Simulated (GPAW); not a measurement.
# Equation of state of rock-salt SrO (space group 225): energy against volume (GPAW, PBEsol)

```xyz
2
Lattice="0.0000 2.5051 2.5051 2.5051 0.0000 2.5051 2.5051 2.5051 0.0000" Properties=species:S:1:pos:R:3 pbc="T T T"
Sr     0.0000     0.0000     0.0000
O      2.5051     2.5051     2.5051
```

Method: PBEsol, GPAW PAW datasets PBEsol (made by gpaw-setup) (plane waves; GPAW). Settings: mode = pw; ecut = 1040 eV; xc = PBEsol; kpts = 11 11 11; mesh shift (steps) = 0 0 0; occupations.name = fermi-dirac; occupations.width = 0.01 eV; nbands = -6; convergence.bands = -4; symmetry.symmorphic = false; symmetry.tolerance = 0.0005; maxiter = 150. The cell above is the first row's. The rows scale it uniformly. In all rows fractional positions and the k mesh are held. E is the free energy at the stated smearing, counted from the lowest row.

```csv
V (Å^3/atom),E (meV/atom)
15.721,27.78
16.062,13.38
16.404,4.31
16.746,0.01
17.088,0.00
17.429,3.77
17.771,10.94
18.113,21.15
18.455,?
```

Taking the third-order Birch-Murnaghan form, a cubic in V^(-2/3) for E over the 8 complete rows: With u = V^(-2/3) - 0.152, the rows have u = 0.007348, 0.005085, 0.002894, 0.000777, -0.001268, -0.003240, -0.005155, -0.007009. Least squares gives E = -0.466 + 244.57·u + 482185·u² + 1042586·u³. Residuals (row less fit): 0.001, -0.003, 0.005, -0.006, 0.003, 0.002, -0.004, 0.001; standard error 0.005 (degrees of freedom: 4). Its minimum lies at u = -0.000254, so V0 = (0.151746)^(-3/2) = 16.92. There d²E/du² = 962800 and d³E/du³ = 6256000, so B0 = (4/9) × 16.92^(-7/3) × 962800 × 0.160218 = 93.3 GPa (the last factor turns the table's units into GPa), and B0' = 4 + (2/3) × 0.151746 × (6256000)/962800 = 4.7. The program's pressures in the fitted runs (not shown) pass through zero at V = 16.92, 0.00 % from this V0.

### Question
Estimate the missing E (V = 18.455); what did the run itself give?

### Answer
u = -0.008806, so E = -0.466 + 244.57 × (-0.008806) + 482185 × (-0.008806)² + 1042586 × (-0.008806)³ = 34.060 meV/atom. The calculation gives 34.09 meV/atom, 0.030 meV/atom above the prediction (0.1 % of the range of E in the table). The row lies outside the fitted rows, so this is an extrapolation. From the scatter of the fitted rows alone, a prediction at this place has a standard error of 0.012 meV/atom, so the miss is 2.6 times that.

Carrying the step between the two nearest rows on in a straight line would have given 31.36, off by 2.73; series whose last step already gives the withheld value aren't shown. The scan was laid around a cell of about the measured size, scaled by a guess for this functional. The runs keep the symmetry of the cell, so they don't test it for distortions. Cutoffs and mesh are single choices, not tested for convergence of this quantity. Series with a scatter that would blur these digits, or in which a gap closes, are not shown. Nor are scans whose minimum lies at an end fitted in this form.
